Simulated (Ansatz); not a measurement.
Take Mg2Ge in the anti-fluorite structure (space group Fm-3m, No. 225; a = 6.286 Å) as the base. Axes: x, y, z lie along the cube axes.

Computed with LDA (Ansatz, an electronic-structure program), without spin-orbit coupling.

Strains are applied to the cell and any free atomic positions relax.

One change was made to it. Results:

| quantity | base | after |
|---|---|---|
| energy relative to the base (free energy F) | 0 meV/atom | +0.8 meV/atom |
| band gap | 0.10 eV | zero |
| pressure (mean of the normal stresses, compression positive) | 0.0 GPa | 0.6 GPa |
| shortest interatomic distance | 2.722 Å | 2.713 Å |

**Question.** What was done to the base?
(A) uniaxial strain ε_zz = −3.00 %
(B) uniaxial strain ε_zz = +2.50 %
(C) uniaxial strain ε_zz = −1.00 %

**Answer.** C, uniaxial strain ε_zz = −1.00 %. For comparison, the energy relative to the base in the other runs: uniaxial strain ε_zz = +2.50 % gives +4.6 meV/atom; uniaxial strain ε_zz = −3.00 % gives +7.2 meV/atom.

No phonon test of stability was made. All final runs are without spin polarisation. Gaps under 0.05 eV, about the width of the smearing, are given as zero. The zero or small gap of Mg2Ge can change with the level of theory.
